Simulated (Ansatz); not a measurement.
## Electron-phonon data for LaBi (Fm-3m)

```xyz
2
Lattice="0.0000 3.2786 3.2786 3.2786 0.0000 3.2786 3.2786 3.2786 0.0000" Properties=species:S:1:pos:R:3 pbc="T T T"
La     3.2786     3.2786     3.2786
Bi     0.0000     0.0000     0.0000
```

Level of theory: PBEsol, DFPT electron-phonon coupling, linearised Boltzmann equation (plane waves, PAW, scalar-relativistic; Ansatz, an electronic-structure program). How the cell was made: relaxed with this functional, without spin-orbit coupling.

```yaml
resistivity at 300 K: 42 μΩ·cm
resistivity at 77 K: 8.1 μΩ·cm
density of states at the Fermi level: 0.136 states/(eV·spin·cell)
```

A metal at this level (no band gap). Only scattering by harmonic phonons is included (no impurities, grain boundaries, electron-electron scattering or thermal expansion). Spin-orbit coupling is left out, which matters with elements this heavy. Few carriers conduct, so the values hang on small band overlaps. The run warned that the eigensolver left some states short of its tolerance. Halving the electron mesh (24x24x24) moves the resistivity by up to 12 % at 300 K. Smearing 0.20 eV; phonons on a 4x4x4 q mesh, which this run doesn't test and which matters most at low temperature.

Formula and space group known from diffraction (Crystallography Open Database), not checked to be the room-temperature form: LaBi (Fm-3m).
